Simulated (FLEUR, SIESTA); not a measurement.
A FLEUR input for a self-consistent single point of VOF (R-3m, 6 atoms in the cell) (DFT, LDA (Perdew-Zunger), all-electron FLAPW (FLEUR), scalar-relativistic valence):

Input of the input generator:

```
VOF FLAPW
&input film=f /
3.2510756222 1.8770098963 11.3767370011
-3.2510756222 1.8770098963 11.3767370011
0.0000000000 -3.7540182605 11.3767372539
1.0
1.0 1.0 1.0

6
23 0.2394600000 0.2394600000 0.2394600000 : 2.00
23 0.7605400000 0.7605400000 0.7605400000 : 2.00
8 0.1249100000 0.1249100000 0.1249100000 : 0.00
8 0.8750900000 0.8750900000 0.8750900000 : 0.00
9 0.3733530000 0.3733530000 0.3733530000 : 0.00
9 0.6266470000 0.6266470000 0.6266470000 : 0.00

&comp jspins=2 /
&exco xctyp='pz' /
&kpt div1=6 div2=6 div3=6 gamma=t /
&end /
```

```xml
<?xml version="1.0" encoding="UTF-8" standalone="no"?>
<fleurInput fleurInputVersion="0.39">
   <comment>
      VOF FLAPW                                                                                           
   </comment>
   <calculationSetup>
      <cutoffs Kmax="4.6" Gmax="13.8" GmaxXC="13.8" numbands="0"/>
      <scfLoop itmax="80" minDistance="0.00001" maxIterBroyd="15" imix="Anderson" alpha="0.05" precondParam="0.0" spinf="2.0"/>
      <coreElectrons ctail="T" frcor="F" kcrel="0" coretail_lmax="0"/>
      <xcFunctional name="pz" relativisticCorrections="F"/>
      <magnetism jspins="2"/>
      <soc l_soc="F" theta="0.0" phi="0.0" spav="F"/>
      <expertModes spex="0" secvar="F"/>
      <geometryOptimization l_f="T" forcealpha="1.0" forcemix="BFGS" epsdisp="0.00001" epsforce="0.00001"/>
      <ldaU l_linMix="F" mixParam="0.05" spinf="1.0"/>
   </calculationSetup>
   <cell>
      <bzIntegration valenceElectrons="52.0" mode="hist" fermiSmearingEnergy="0.00073499">
         <kPointListSelection listName="default-1"/>
         <!-- k-points included here -->
         <xi:include xmlns:xi="http://www.w3.org/2001/XInclude" href="kpts.xml"> </xi:include>
      </bzIntegration>
      <!-- symmetry operations included here -->
      <xi:include xmlns:xi="http://www.w3.org/2001/XInclude" href="sym.xml"> </xi:include>
      <bulkLattice scale="1.0">
         <bravaisMatrix>
            <row-1>    3.2510756222000001     1.8770098962999999    11.3767370011000004</row-1>
            <row-2>   -3.2510756222000001     1.8770098962999999    11.3767370011000004</row-2>
            <row-3>    0.0000000000000000    -3.7540182605000001    11.3767372539000000</row-3>
         </bravaisMatrix>
      </bulkLattice>
   </cell>
   <atomSpecies>
      <species name="Vanadium (2.000" element="V" atomicNumber="23">
         <mtSphere radius="2.33" gridPoints="803" logIncrement="0.015"/>
         <atomicCutoffs lmax="10" lnonsphr="8"/>
         <electronConfig flipSpins="F">
            <coreConfig>(1s1/2) (2s1/2) (2p1/2) (2p3/2)</coreConfig>
            <valenceConfig>(3s1/2) (3p1/2) (3p3/2) (4s1/2) (3d3/2) (3d5/2)</valenceConfig>
            <stateOccupation state="(3d3/2)" spinUp="0.7" spinDown="0.5"/>
            <stateOccupation state="(3d5/2)" spinUp="1.8" spinDown="0.0"/>
         </electronConfig>
         <energyParameters s="4" p="4" d="3" f="4"/>
         <lo type="SCLO" l="0" n="3" eDeriv="0"/>
         <lo type="SCLO" l="1" n="3" eDeriv="0"/>
      </species>
      <species name="Oxygen (O)" element="O" atomicNumber="8">
         <mtSphere radius="1.31" gridPoints="453" logIncrement="0.023"/>
         <atomicCutoffs lmax="6" lnonsphr="4"/>
         <electronConfig flipSpins="F">
            <coreConfig>(1s1/2)</coreConfig>
            <valenceConfig>(2s1/2) (2p1/2) (2p3/2)</valenceConfig>
            <stateOccupation state="(2p1/2)" spinUp="0.6666666667" spinDown="0.6666666667"/>
            <stateOccupation state="(2p3/2)" spinUp="1.333333333" spinDown="1.333333333"/>
         </electronConfig>
         <energyParameters s="2" p="2" d="3" f="4"/>
      </species>
      <species name="Fluorine (F)" element="F" atomicNumber="9">
         <mtSphere radius="1.58" gridPoints="547" logIncrement="0.02"/>
         <atomicCutoffs lmax="6" lnonsphr="4"/>
         <electronConfig flipSpins="F">
            <coreConfig>(1s1/2)</coreConfig>
            <valenceConfig>(2s1/2) (2p1/2) (2p3/2)</valenceConfig>
            <stateOccupation state="(2p1/2)" spinUp="0.8333333333" spinDown="0.8333333333"/>
            <stateOccupation state="(2p3/2)" spinUp="1.666666667" spinDown="1.666666667"/>
         </electronConfig>
         <energyParameters s="2" p="2" d="3" f="4"/>
      </species>
   </atomSpecies>
   <atomGroups>
      <atomGroup species="Vanadium (2.000">
         <relPos label="                   1">.2394600000 .2394600000 .2394600000</relPos>
         <relPos label="                   2">-.2394600000 -.2394600000 -.2394600000</relPos>
         <force calculate="T" relaxXYZ="TTT"/>
      </atomGroup>
      <atomGroup species="Oxygen (O)">
         <relPos label="                   3">.1249100000 .1249100000 .1249100000</relPos>
         <relPos label="                   4">-.1249100000 -.1249100000 -.1249100000</relPos>
         <force calculate="T" relaxXYZ="TTT"/>
      </atomGroup>
      <atomGroup species="Fluorine (F)">
         <relPos label="                   5">.3733530000 .3733530000 .3733530000</relPos>
         <relPos label="                   6">-.3733530000 -.3733530000 -.3733530000</relPos>
         <force calculate="T" relaxXYZ="TTT"/>
      </atomGroup>
   </atomGroups>
   <output dos="F" band="F" slice="F">
      <checks vchk="F" cdinf="F"/>
      <bandDOS minEnergy="-.5*Htr" maxEnergy="0.5*Htr" sigma="0.015" storeEVData="T"/>
      <vacuumDOS vacdos="F" integ="F" star="F" nstars="0" locx1="0.0" locy1="0.0" locx2="0.0" locy2="0.0" nstm="0" tworkf="0.0"/>
      <unfoldingBand unfoldBand="F" supercellX="1" supercellY="1" supercellZ="1"/>
      <plotting iplot="0" polar="F">
         <plot TwoD="T" vec1="  1.0  0.0  0.0" vec2="  0.0  1.0  0.0" vec3="  0.0  0.0  1.0" zero="  0.0  0.0  0.0" file="plot"/>
      </plotting>
      <chargeDensitySlicing numkpt="0" minEigenval="0.0" maxEigenval="0.0" nnne="0" pallst="F"/>
      <specialOutput eonly="F"/>
      <magneticCircularDichroism mcd="F" energyLo="-10.0" energyUp="0.0"/>
   </output>
  <!-- We include the file relax.xml here to enable relaxations (see documentation) -->
  <xi:include xmlns:xi="http://www.w3.org/2001/XInclude" href="relax.xml"> <xi:fallback/> </xi:include>
</fleurInput>
```

Task: Give the SIESTA input for the same structure, mesh, smearing and functional.

Result: One input that does it (others would too):

```
# files in the folder: V.psml O.psml F.psml (PseudoDojo LDA standard)
SystemName  VOF
SystemLabel VOF

NumberOfAtoms                6
NumberOfSpecies              3
%block ChemicalSpeciesLabel
  1 23 V
  2 8 O
  3 9 F
%endblock ChemicalSpeciesLabel
LatticeConstant              1.0 Ang
%block LatticeVectors
     1.720395000    0.993271000    6.020310000
    -1.720395000    0.993271000    6.020310000
     0.000000000   -1.986541000    6.020310000
%endblock LatticeVectors
AtomicCoordinatesFormat      Fractional
%block AtomicCoordinatesAndAtomicSpecies
     0.239460000    0.239460000    0.239460000  1
     0.760540000    0.760540000    0.760540000  1
     0.124910000    0.124910000    0.124910000  2
     0.875090000    0.875090000    0.875090000  2
     0.373353000    0.373353000    0.373353000  3
     0.626647000    0.626647000    0.626647000  3
%endblock AtomicCoordinatesAndAtomicSpecies

XC.functional                LDA
XC.authors                   PW92
PAO.BasisSize                DZP
PAO.EnergyShift              0.01 Ry
MeshCutoff                   300 Ry
%block kgrid.MonkhorstPack
    6   0   0  0.0
    0   6   0  0.0
    0   0   6  0.0
%endblock kgrid.MonkhorstPack
OccupationFunction           FD
ElectronicTemperature        232.09 K
Spin                         polarized
%block DM.InitSpin
  1 +2.00
  2 +2.00
  3 +0.00
  4 +0.00
  5 +0.00
  6 +0.00
%endblock DM.InitSpin

MaxSCFIterations             150
SCF.Mixer.Method             Pulay
SCF.Mixer.Weight             0.1
SCF.Mixer.History            6
SCF.DM.Tolerance             1.0E-04
Diag.ParallelOverK           true
WriteForces                  true
Charge.Mulliken              end
```

Basis settings and potentials, where a program has them, do not carry over. This input uses DFT, LDA PW92, numerical atomic orbitals DZP, PseudoDojo LDA standard norm-conserving potentials (rewritten from UPF to PSML). LDA parametrisations can differ slightly between programs.

The starting cell comes from a database of computed structures (which also holds hypothetical and non-ambient phases and stackings), without a prior relaxation at this level.
